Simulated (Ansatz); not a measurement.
We consider B2O3 (model structure, started from the Al2S3 type, Cc, No. 9, 10 atoms in the cell), described by r²SCAN+rVV10 in Ansatz (plane waves, PAW).

Run with plane-wave cutoff 560 eV, 10×10×8 k mesh (along the axes of the cell as run), Fermi–Dirac smearing 0.01 eV, scalar-relativistic PAW data made under PBE.

Cell (relaxed at this level):

Space group Cc (No. 9); a = 7.8635 Å, b = 4.4757 Å, c = 4.7582 Å, α = γ = 90.00°, β = 121.74°

| atom | site | symmetry | x | y | z |
|---|---|---|---|---|---|
| B | 4a | 1 | 0.0832 | 0.0972 | 0.5065 |
| B | 4a | 1 | 0.2447 | 0.5595 | 0.4972 |
| O | 4a | 1 | 0.1786 | 0.1184 | 0.8817 |
| O | 4a | 1 | 0.3733 | 0.4754 | 0.3621 |
| O | 4a | 1 | 0.0786 | 0.3760 | 0.3775 |
(The calculation used a cell of 10 atoms; values per cell refer to that cell.)

### Question
Predict the band gap and smallest direct gap on the k points sampled.

### Answer

- band gap = 8.55 eV
- smallest direct gap on the k points sampled = 8.56 eV

Note: the relaxation could raise the start's symmetry but not lower it, so the cell can be a saddle point.

The computed numbers hold no vibrational or temperature effects.

A model structure was made by putting elements into a prototype or built by hand; it is no filed structure, need not be a known phase, and can be a saddle point held by its symmetry.

Ansatz is a program for electronic structure.
